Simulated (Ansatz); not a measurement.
The reference is WS₂ in the 2H-MoS2 type structure (space group P6_3/mmc, No. 194; layered, stacked along the Cartesian z axis).

```
WS2
1.0
    3.11481     0.00000     0.00000
   -1.55740     2.69750     0.00000
    0.00000     0.00000    11.77307
W S
2 4
Direct
  0.33333   0.66667   0.25000
  0.66667   0.33333   0.75000
  0.33333   0.66667   0.61646
  0.66667   0.33333   0.11646
  0.66667   0.33333   0.38354
  0.33333   0.66667   0.88354
```

All numbers come from PBEsol-D3(BJ) in Ansatz (plane waves to 420 eV, PAW, without spin-orbit coupling).

Before the change:

In-plane lattice parameter a: 311.5 pm
Band gap: 0.65 eV
Smallest direct gap: 1.92 eV

Now apply this change: a free-standing slab of 2 layers (6 atoms, 3 a layer) is cut normal to the stacking axis, with 15 Å of vacuum and the in-plane cell relaxed.

### Question
How does this affect the gap character?

### Answer
The gap character is indirect, Γ → K–Γ (50 % along).

### Question
What happens to the in-plane lattice parameter a?

### Answer
The in-plane lattice parameter a increases by 0.45 pm to 311.9 pm.

### Question
How does this affect the band gap?

### Answer
The band gap increases by 0.531 eV to 1.19 eV.

### Question
How does this affect the smallest direct gap?

### Answer
The smallest direct gap grows by 0.064 eV, from 1.92 eV to 1.99 eV.

Spin-orbit coupling, missing from the scalar runs, can matter with W. Stability against distortions was not tested. k-point labels follow each cell's own Brillouin zone.

Ansatz is a program for electronic structure.
